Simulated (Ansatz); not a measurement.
## Short convergence ladders for VCu3Se4 (R3m, 8 atoms in the cell)

```
VCu3Se4
1.0
    5.60305     0.00000     0.00000
    0.00000     5.60305     0.00000
    0.00000     0.00000     5.60305
V Cu Se
1 3 4
Direct
  0.00515   0.00515   0.00515
  0.00000   0.50000   0.00000
  0.50000   0.00000   0.00000
  0.00000   0.00000   0.50000
  0.24334   0.24334   0.24334
  0.24334   0.75666   0.75666
  0.75666   0.75666   0.24334
  0.75666   0.24334   0.75666
```

Base method: LDA (PW92), default PAW files made with PBE (plane waves; Ansatz, a quantum-chemistry and plane-wave program).

Base settings: basis.ecutwfc = 420 eV; kpoints.mp_grid.grid = 3 3 3; hamiltonian.xc = lda; hamiltonian.pseudopotentials = {kind: paw} (the program's default PAW files); scf.occupations.method = fixed.

The count of work is k-points × plane waves × bands × iterations; it is no time. Core times come from one kind of shared machine, to one figure; runs under 30 s give none.

**The cutoff for other potential files**

Level: DFT, LDA (PW92), plane waves, harder PAW files (source: ansatz) made with PBE.

In this ladder: hamiltonian.pseudopotentials = {kind: paw, source: ansatz}.

The second cell is the first with its lattice scaled by 0.98.

The mesh stays at the base's, so the ladder's end is converged at best in this setting alone.

The first pressure column holds Ansatz's estimate of the finite-basis (Pulay) stress, which hides part of the cutoff error; the other is without it.

Only quantities that move along the ladder and can be compared are tabulated.

```csv
basis.ecutwfc,free energy less the last step's (meV/atom),energy of the compressed cell less the first (meV/atom),pressure (GPa),pressure without the Pulay estimate (GPa),largest difference of a force vector from the last step's (eV/Å),count of work / last,core time / last (rough)
380 eV,3097.08,26.83,-3.97,-135.76,0.192,0.093,–
460 eV,493.07,-31.91,-5.25,-30.93,0.031,0.12,–
590 eV,24.20,-24.07,-5.18,-6.69,0.003,0.20,–
715 eV,2.93,-24.33,-5.19,-5.30,0.000,0.26,–
840 eV,1.52,-24.34,-5.19,-5.21,0.000,0.35,0.4
1010 eV,0.68,-24.35,-5.19,-5.22,0.000,0.47,0.5
1260 eV,0.13,-24.35,-5.19,-5.20,0.000,0.65,0.7
1680 eV,0.00,-24.35,-5.19,-5.20,0.000,1.0,1
```

Coarsest basis.ecutwfc that holds the energy of the compressed cell less the first within 1 meV/atom of the last step, with all finer ones: 590 eV, at 0.20 of the last step's count of work; the step before is off by 7.6 meV/atom.

Coarsest basis.ecutwfc that holds the forces within 0.005 eV/Å of the last step, with all finer ones: 590 eV, at 0.20 of the last step's count of work; the step before is off by 0.031 eV/Å.

Coarsest basis.ecutwfc that holds the free energy within 2 meV/atom of the last step, with all finer ones: 840 eV, at 0.35 of the last step's count of work and about 0.4 of the last step's time; the step before is off by 2.9 meV/atom.

The energy difference between the two cells stays within 1 meV/atom of the last step's from 590 eV on, the total only from 1010 eV on: much of the error is common to both cells and cancels.

At the lowest cutoff the pressure without the Pulay estimate lies 131 GPa under the last step's, the usual sign of Pulay stress in an incomplete plane-wave basis.

**The density cutoff**

The mesh stays at the base's, so the ladder's end is converged at best in this setting alone.

Only quantities that move along the ladder and can be compared are tabulated.

```tsv
basis.ecutrho_ratio	free energy less the last step's (meV/atom)	pressure (GPa)
2	-7.96	-4.81
3	-0.15	-5.20
4	-0.01	-5.21
5	0.00	-5.21
6	0.00	-5.21
8	0.00	-5.21
10	0.00	-5.21
12	0.00	-5.21
16	0.00	-5.21
```

Coarsest basis.ecutrho_ratio that holds the pressure within 0.1 GPa of the last step, with all finer ones: 3; the step before is off by 0.39 GPa.

Coarsest basis.ecutrho_ratio that holds the free energy within 5 meV/atom of the last step, with all finer ones: 3; the step before is off by 8.0 meV/atom.

**The relaxed cell against the cutoff**

On VCu₃Se₄ (P-43m, 8 atoms in the cell): atoms on their sites.

In this ladder: relax = cell and atoms.

The mesh stays at the base's, so the ladder's end is converged at best in this setting alone.

Only quantities that move along the ladder and can be compared are tabulated.

```tsv
basis.ecutwfc	relaxed volume (Å³/atom)	relaxation steps	core time / last (rough)
295 eV	19.950	19	0.9
355 eV	20.042	7	0.5
420 eV	20.029	5	0.4
505 eV	20.027	5	0.5
630 eV	20.024	5	0.6
840 eV	20.023	5	1
```

Coarsest basis.ecutwfc that holds the relaxed volume within 0.04 Å³/atom of the last step, with all finer ones: 355 eV; the step before is off by 0.073 Å³/atom.

At the lowest cutoff the cell relaxes to a volume 0.4 % smaller than at the highest. Ansatz relaxes on a stress corrected for the finite basis.

On the base run: the starting cell comes from a database of computed structures (which also holds hypothetical and non-ambient phases and stackings), without a prior relaxation at this level. Its lattice was rescaled by up to half a per cent. One atom was moved a little off its site on purpose.

Left out of this page: 2 runs of the series stopped by limits of time or memory.

Keys are those of Ansatz 0.2.
